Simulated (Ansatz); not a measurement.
Here is the system:

```
HfS2
1.0
    3.58294     0.00000     0.00000
   -1.79147     3.10292     0.00000
    0.00000     0.00000     5.63262
Hf S
1 2
Direct
  0.00000   0.00000   0.00000
  0.66667   0.33333   0.25698
  0.33333   0.66667   0.74302
```

No spin polarisation.

Calculations: plane-wave PAW DFT at the PBEsol-D3(BJ) level (Ansatz, an electronic-structure program, 420 eV), spin-orbit coupling left out. k-mesh 11×11×6 (Γ-centred); smearing 0.05 eV (Fermi–Dirac).

### Question
Predict the valence-band top at Γ, width of the top valence band and band gap.

### Answer
The valence-band top at Γ (three highest levels, from the VBM) is 0.00, -0.28, -0.28 eV, the width of the top valence band comes out as 2.29 eV and the band gap is 0.61 eV.

Spin-orbit coupling, missing from the scalar runs, can matter with Hf. The cells carry an imposed strain or load. Whether these cells are dynamically stable was not tested. The cell was made from HfS2 in the CdI2 type structure (space group P-3m1, No. 164; layered, stacked along the Cartesian z axis) by this change: isotropic strain +1.00 %.
